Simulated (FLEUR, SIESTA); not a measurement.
A SIESTA input for a self-consistent single point of Al₂O₃ (R3m, 5 atoms in the cell) (DFT, LDA PW92, numerical atomic orbitals TZP, PseudoDojo LDA standard norm-conserving potentials (rewritten from UPF to PSML)):

```
# files in the folder: Al.psml O.psml (PseudoDojo LDA standard)
SystemName  Al2O3
SystemLabel siesta

NumberOfAtoms                5
NumberOfSpecies              2
%block ChemicalSpeciesLabel
  1 13 Al
  2 8 O
%endblock ChemicalSpeciesLabel
LatticeConstant              1.0 Ang
%block LatticeVectors
     1.524108000    0.879944000    5.856097000
    -1.524108000    0.879944000    5.856097000
     0.000000000   -1.759889000    5.856097000
%endblock LatticeVectors
AtomicCoordinatesFormat      Bohr
%block AtomicCoordinatesAndAtomicSpecies
     0.000000000   -0.000001525   26.793793539  1
    -0.000000000   -0.000000580   10.183308148  1
    -0.000000000   -0.000001836   32.263703364  2
    -0.000000000   -0.000000790   13.873206531  2
     0.000000000   -0.000000366    6.423824119  2
%endblock AtomicCoordinatesAndAtomicSpecies

XC.functional                LDA
XC.authors                   PW92
PAO.BasisSize                TZP
PAO.EnergyShift              0.01 Ry
MeshCutoff                   300 Ry
%block kgrid.MonkhorstPack
    7   0   0  0.0
    0   7   0  0.0
    0   0   7  0.0
%endblock kgrid.MonkhorstPack
OccupationFunction           FD
ElectronicTemperature        10 K

MaxSCFIterations             150
SCF.Mixer.Method             Pulay
SCF.Mixer.Weight             0.25
SCF.Mixer.History            6
SCF.DM.Tolerance             1.0E-04
Diag.ParallelOverK           true
WriteForces                  true
```

**Question.** Give the FLEUR input for the same structure, mesh, smearing and functional.

**Answer.** This is the input that was run; spellings and numerical settings could be chosen otherwise.

Input of the input generator:

```
Al2O3
&input film=f /
1.5241081466 0.8799439738 5.8560970413
-1.5241081466 0.8799439738 5.8560970413
0.0000000000 -1.7598887723 5.8560969174
1.8897261246
1.0 1.0 1.0

5
13 0.8070600000 0.8070600000 0.8070600000
13 0.3067330000 0.3067330000 0.3067330000
8 0.9718200000 0.9718200000 0.9718200000
8 0.4178770000 0.4178770000 0.4178770000
8 0.1934930000 0.1934930000 0.1934930000

&comp jspins=1 /
&exco xctyp='pz' /
&kpt div1=7 div2=7 div3=7 /
&end /
```

```xml
<?xml version="1.0" encoding="UTF-8" standalone="no"?>
<fleurInput fleurInputVersion="0.39">
   <comment>
      Al2O3                                                                                               
   </comment>
   <calculationSetup>
      <cutoffs Kmax="4.2" Gmax="12.6" GmaxXC="12.6" numbands="0"/>
      <scfLoop itmax="80" minDistance="0.00001" maxIterBroyd="15" imix="Anderson" alpha="0.05" precondParam="0.0" spinf="2.0"/>
      <coreElectrons ctail="T" frcor="F" kcrel="0" coretail_lmax="0"/>
      <xcFunctional name="pz" relativisticCorrections="F"/>
      <magnetism jspins="1"/>
      <soc l_soc="F" theta="0.0" phi="0.0" spav="F"/>
      <expertModes spex="0" secvar="F"/>
      <geometryOptimization l_f="T" forcealpha="1.0" forcemix="BFGS" epsdisp="0.00001" epsforce="0.00001"/>
      <ldaU l_linMix="F" mixParam="0.05" spinf="1.0"/>
   </calculationSetup>
   <cell>
      <bzIntegration valenceElectrons="24.0" mode="hist" fermiSmearingEnergy="0.0001">
         <kPointListSelection listName="default-1"/>
         <!-- k-points included here -->
         <xi:include xmlns:xi="http://www.w3.org/2001/XInclude" href="kpts.xml"> </xi:include>
      </bzIntegration>
      <!-- symmetry operations included here -->
      <xi:include xmlns:xi="http://www.w3.org/2001/XInclude" href="sym.xml"> </xi:include>
      <bulkLattice scale="1.0">
         <bravaisMatrix>
            <row-1>    2.8801469813457063     1.6628531154741979    11.0664195671373751</row-1>
            <row-2>   -2.8801469813457063     1.6628531154741979    11.0664195671373751</row-2>
            <row-3>    0.0000000000000000    -3.3257077894055307    11.0664193330003080</row-3>
         </bravaisMatrix>
      </bulkLattice>
   </cell>
   <atomSpecies>
      <species name="Aluminum (Al)" element="Al" atomicNumber="13">
         <mtSphere radius="1.67" gridPoints="575" logIncrement="0.019"/>
         <atomicCutoffs lmax="6" lnonsphr="4"/>
         <electronConfig flipSpins="F">
            <coreConfig>(1s1/2) (2s1/2) (2p1/2) (2p3/2)</coreConfig>
            <valenceConfig>(3s1/2) (3p1/2) (3p3/2)</valenceConfig>
            <stateOccupation state="(3p1/2)" spinUp="0.1666666666667" spinDown="0.1666666666667"/>
            <stateOccupation state="(3p3/2)" spinUp="0.3333333333333" spinDown="0.3333333333333"/>
         </electronConfig>
         <energyParameters s="3" p="3" d="3" f="4"/>
      </species>
      <species name="Oxygen (O)" element="O" atomicNumber="8">
         <mtSphere radius="1.44" gridPoints="499" logIncrement="0.021"/>
         <atomicCutoffs lmax="6" lnonsphr="4"/>
         <electronConfig flipSpins="F">
            <coreConfig>(1s1/2)</coreConfig>
            <valenceConfig>(2s1/2) (2p1/2) (2p3/2)</valenceConfig>
            <stateOccupation state="(2p1/2)" spinUp="0.6666666666667" spinDown="0.6666666666667"/>
            <stateOccupation state="(2p3/2)" spinUp="1.3333333333333" spinDown="1.3333333333333"/>
         </electronConfig>
         <energyParameters s="2" p="2" d="3" f="4"/>
      </species>
   </atomSpecies>
   <atomGroups>
      <atomGroup species="Aluminum (Al)">
         <relPos label="                   1">-.1929400000 -.1929400000 -.1929400000</relPos>
         <force calculate="T" relaxXYZ="TTT"/>
      </atomGroup>
      <atomGroup species="Aluminum (Al)">
         <relPos label="                   2">.3067330000 .3067330000 .3067330000</relPos>
         <force calculate="T" relaxXYZ="TTT"/>
      </atomGroup>
      <atomGroup species="Oxygen (O)">
         <relPos label="                   3">-.0281800000 -.0281800000 -.0281800000</relPos>
         <force calculate="T" relaxXYZ="TTT"/>
      </atomGroup>
      <atomGroup species="Oxygen (O)">
         <relPos label="                   4">.4178770000 .4178770000 .4178770000</relPos>
         <force calculate="T" relaxXYZ="TTT"/>
      </atomGroup>
      <atomGroup species="Oxygen (O)">
         <relPos label="                   5">.1934930000 .1934930000 .1934930000</relPos>
         <force calculate="T" relaxXYZ="TTT"/>
      </atomGroup>
   </atomGroups>
   <output dos="F" band="F" slice="F">
      <checks vchk="F" cdinf="F"/>
      <bandDOS minEnergy="-.5*Htr" maxEnergy="0.5*Htr" sigma="0.015" storeEVData="T"/>
      <vacuumDOS vacdos="F" integ="F" star="F" nstars="0" locx1="0.0" locy1="0.0" locx2="0.0" locy2="0.0" nstm="0" tworkf="0.0"/>
      <unfoldingBand unfoldBand="F" supercellX="1" supercellY="1" supercellZ="1"/>
      <plotting iplot="0" polar="F">
         <plot TwoD="T" vec1="  1.0  0.0  0.0" vec2="  0.0  1.0  0.0" vec3="  0.0  0.0  1.0" zero="  0.0  0.0  0.0" file="plot"/>
      </plotting>
      <chargeDensitySlicing numkpt="0" minEigenval="0.0" maxEigenval="0.0" nnne="0" pallst="F"/>
      <specialOutput eonly="F"/>
      <magneticCircularDichroism mcd="F" energyLo="-10.0" energyUp="0.0"/>
   </output>
  <!-- We include the file relax.xml here to enable relaxations (see documentation) -->
  <xi:include xmlns:xi="http://www.w3.org/2001/XInclude" href="relax.xml"> <xi:fallback/> </xi:include>
</fleurInput>
```

Basis settings and potentials, where a program has them, do not carry over. This input uses DFT, LDA (Perdew-Zunger), all-electron FLAPW (FLEUR), scalar-relativistic valence. LDA parametrisations can differ slightly between programs.

The starting cell comes from a database of computed structures (which also holds hypothetical and non-ambient phases and stackings), without a prior relaxation at this level. Its lattice was rescaled by a random factor within 2.5 % of one.
